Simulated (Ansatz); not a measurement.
Functionals compared on the (210) surface of bcc Ta in its 1x1 cell, outermost plane spacing 0.74 Å in the ideal cut, in Ansatz (plane waves, PAW). The structure was relaxed with PBE; the other rows are single points on it, each with its references at the same level. Cutoff 420 eV (500 eV for r2SCAN).

Model: 15-atom slab, 10.4 Å thick at the start (thin: gaps and levels are the slab's own), 11x5x1 mesh, Fermi-Dirac 0.1 eV, dipole correction, all atoms relaxed; held to the start's symmetry, so lower structures may exist; no spin, no spin-orbit, no U. These notes are the PBE run's.

| functional | surface energy (J/m²) | work function of the top face (eV) | rough cost of the single point |
|---|---|---|---|
| PBE | 2.55 | 4.09 | – |
| LDA | 2.88 | 4.34 | very roughly 2.7 core-minutes |
| PBEsol | 2.81 | 4.18 | very roughly 2.8 core-minutes |
| RPBE | 2.39 | 3.96 | roughly 2.8 core-minutes |
| r2SCAN | 2.75 | 4.12 | very roughly 5 core-minutes |

Ansatz is a first-principles code.
